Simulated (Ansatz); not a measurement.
The structure below was relaxed with Kohn–Sham DFT with the PBEsol functional, run in Ansatz (a first-principles code) with PAW and 420 eV plane waves, scalar-relativistic without spin-orbit coupling.

```yaml
crystal:
  lattice:
    - [3.24968, -3.28079, 0.00000]
    - [3.24968, 3.28079, 0.00000]
    - [0.00000, 0.00000, 5.79784]
  atoms:
    - { symbol: Mo, position: [0.50000, 0.00000, 0.97433] }
    - { symbol: Mo, position: [0.00000, 0.50000, 0.97433] }
    - { symbol: Mo, position: [0.23858, 0.76142, 0.52140] }
    - { symbol: Mo, position: [0.76142, 0.23858, 0.52140] }
    - { symbol: P, position: [0.00000, 0.00000, 0.16125] }
    - { symbol: Sb, position: [0.50000, 0.50000, 0.18144] }
    - { symbol: P, position: [0.74418, 0.74418, 0.66626] }
    - { symbol: P, position: [0.25582, 0.25582, 0.66626] }
```

Task: Find the space group and the Wyckoff positions.

Result: Space group Cmm2 (No. 35); a = 6.4994 Å, b = 6.5616 Å, c = 5.7978 Å, α = β = γ = 90.00°

```tsv
atom	site	symmetry	x	y	z
Mo	4c	..2	0.2500	0.2500	0.0257
Mo	4e	m..	0.0000	0.2386	0.4786
P	2a	mm2	0.0000	0.0000	0.8388
Sb	2b	mm2	0.0000	0.5000	0.8186
P	4d	.m.	0.2558	0.0000	0.3337
```

Task: Describe the coordination.

Result: The crystal has 16 atoms in its conventional cell. Lattice parameters: a = 6.499 Å, b = 6.562 Å, c = 5.798 Å, α = β = γ = 90.00°. Mo1 is coordinated by 2 P at 2.425 Å and 2 P at 2.551 Å and 2 Sb at 2.603 Å (trigonal prismatic). Mo2 sees 4 P at 2.433–2.483 Å and 1 P at 2.610 Å and 1 Sb at 2.613 Å (trigonal prismatic). P1 is surrounded by 6 Mo at 2.551–2.610 Å (trigonal prismatic). Sb has 6 Mo at 2.603–2.613 Å (trigonal prismatic). P2 has 6 Mo at 2.425–2.483 Å (trigonal prismatic). (Neighbours: up to the widest gap in distance over summed covalent radii, below 1.35, at either atom; cation-cation and far metal-metal contacts left out.)

These are small ordered cells, not random alloys; other orderings at the same x differ. No phonon test of stability was made. All final runs are without spin polarisation. The cell was made from MoP by this change: x(Sb) = 0.25, 8 atoms, Cmm2.
